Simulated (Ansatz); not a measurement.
Base system: Au in the fcc (Cu type) structure (space group Fm-3m, No. 225; a = 4.048 Å; relaxed with 0.1 eV smearing). Axes: x, y, z lie along the cube axes.

Method: LDA (Ansatz, a quantum-chemistry and plane-wave program; PAW; 420 eV plane waves; no SOC).

Strains are applied to the cell and any free atomic positions relax; under biaxial strain the out-of-plane vector relaxes too.

One change was made to it. Results:

The shortest interatomic distance drops by 0.020 Å (2.862 Å → 2.842 Å); the energy increases by 2.7 meV/atom.

### Question
What was done to the base?
A) biaxial strain +2.00 %, plane normal [001], relaxed out of plane
B) biaxial strain +3.00 %, plane normal [001], relaxed out of plane
C) biaxial strain −2.00 %, plane normal [001], relaxed out of plane
D) biaxial strain −0.50 %, plane normal [001], relaxed out of plane

### Answer
A, biaxial strain +2.00 %, plane normal [001], relaxed out of plane. For comparison, the energy relative to the base in the other runs: biaxial strain −2.00 %, plane normal [001], relaxed out of plane gives +4.2 meV/atom; biaxial strain −0.50 %, plane normal [001], relaxed out of plane gives +0.2 meV/atom; biaxial strain +3.00 %, plane normal [001], relaxed out of plane gives +4.9 meV/atom.

Stability against distortions was not tested.
